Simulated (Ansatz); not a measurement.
End structure of a constructed model of the (0001) surface of hcp Ru, a pseudomorphic layer of Ag in the host's stacking (bottom of the slab: a bare face, its two planes held):

```yaml
crystal:
  lattice:
    - [2.72140, 0.00000, 0.00000]
    - [-1.36070, 2.35680, 0.00000]
    - [0.00000, 0.00000, 29.50000]
  atoms:
    - { symbol: Ru, position: [0.66667, 0.33333, 0.27418] }
    - { symbol: Ru, position: [0.33333, 0.66667, 0.34694] }
    - { symbol: Ru, position: [0.66667, 0.33333, 0.41915] }
    - { symbol: Ru, position: [0.33333, 0.66667, 0.49268] }
    - { symbol: Ru, position: [0.66667, 0.33333, 0.56578] }
    - { symbol: Ru, position: [0.33333, 0.66667, 0.63555] }
    - { symbol: Ag, position: [0.66667, 0.33333, 0.71901] }
```

Slab: 7 atoms, 13.3 Å thick at the start with caps and adatoms (thin: gaps and levels are the slab's own); k 16x16x1, smearing 0.1 eV, dipole-corrected; 2 atoms held, the rest relaxed; held to the start's symmetry, so lower structures may exist; no spin, no spin-orbit, no U. In PBE it is, or lies within 0.01 eV a 1x1 cell of, the lowest of the 2 structures of its composition computed so far; subsurface sites and larger cells were not tried.

Task: Give the work function of the top face at the level PBE in Ansatz (a program for electronic structure).

Result: 4.60 eV
